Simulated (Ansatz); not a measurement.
**HfO2, pressure series**

Take HfO2 in the fluorite structure (space group Fm-3m, No. 225; a = 5.0585 Å) as the base.

Cell and atoms are relaxed at each pressure.

Calculations: plane-wave PAW DFT at the r2SCAN level (Ansatz, a first-principles code, 500 eV), no spin-orbit coupling.

Notes on the quantities. enthalpy: H = E + PV relative to the base's energy.

```tsv
change	electron mass	enthalpy	volume per atom	band gap
base	1.1 mₑ along k, 0.76 mₑ across (at X)	–	10.79 Å³	4.30 eV
pressure −2 GPa	1.2 mₑ along k, 0.76 mₑ across (at X)	-0.14 eV/atom	10.87 Å³	4.28 eV
pressure −1 GPa	1.2 mₑ along k, 0.76 mₑ across (at X)	-0.07 eV/atom	10.83 Å³	4.29 eV
pressure 3 GPa	1.2 mₑ along k, 0.75 mₑ across (at X)	+0.20 eV/atom	10.67 Å³	4.33 eV
pressure 7 GPa	1.1 mₑ along k, 0.75 mₑ across (at X)	+0.47 eV/atom	10.52 Å³	4.37 eV
pressure 15 GPa	1.1 mₑ along k, 0.74 mₑ across (at X)	+0.98 eV/atom	10.26 Å³	4.43 eV
pressure 30 GPa	1.1 mₑ along k, 0.72 mₑ across (at X)	+1.92 eV/atom	9.84 Å³	4.54 eV
pressure 50 GPa	1.00 mₑ along k, 0.70 mₑ across (at X)	+3.12 eV/atom	9.39 Å³	4.66 eV
pressure 75 GPa	0.95 mₑ along k, 0.68 mₑ across (at X)	+4.55 eV/atom	8.94 Å³	…
pressure 100 GPa	0.37, 1.5 mₑ (at Γ)	+5.92 eV/atom	8.57 Å³	…
```

Complete the table.


- pressure 75 GPa, band gap: 4.78 eV
- pressure 100 GPa, band gap: 4.84 eV

Spin-orbit coupling, missing from the scalar runs, can matter with Hf. Load acts through the strain it causes; cell and atoms are relaxed under it. Effective masses come from finite differences of ±0.01 Å⁻¹. Along k means along the line from Γ to the band edge. Stability against distortions was not tested. Competing high-pressure phases were not computed. This is not the structure that HfO2 has at room temperature and ambient pressure.
